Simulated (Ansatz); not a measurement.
The starting structures come from a database of crystals and need not be the phases stable at ambient conditions.

By PBEsol, the system below comes out a metal.

The ballistic (Sharvin) conductance counts the channels at the Fermi level: G/A = (e²/h) × channels of both spins per area.

Input:

```xyz
4
Lattice="3.9099 0.0000 0.0000 0.0000 3.9099 0.0000 0.0000 0.0000 3.9099" Properties=species:S:1:pos:R:3 pbc="T T T"
Ga     0.0000     0.0000     0.0000
Pt     0.0000     1.9549     1.9549
Pt     1.9549     0.0000     1.9549
Pt     1.9549     1.9549     0.0000
```

The cell is taken as given; by PBEsol it stands under a pressure of -3.6 GPa.

The current flows along the normal of the first two printed cell vectors, the (001) plane of the conventional cell. No spin-orbit coupling; the value is a mean over 0.1 eV about the Fermi level.

### Question
Predict the ballistic conductance per area from PBEsol run with Ansatz (a program for electronic structure).

### Answer
0.65 × 10¹⁵ S/m² for both spins.
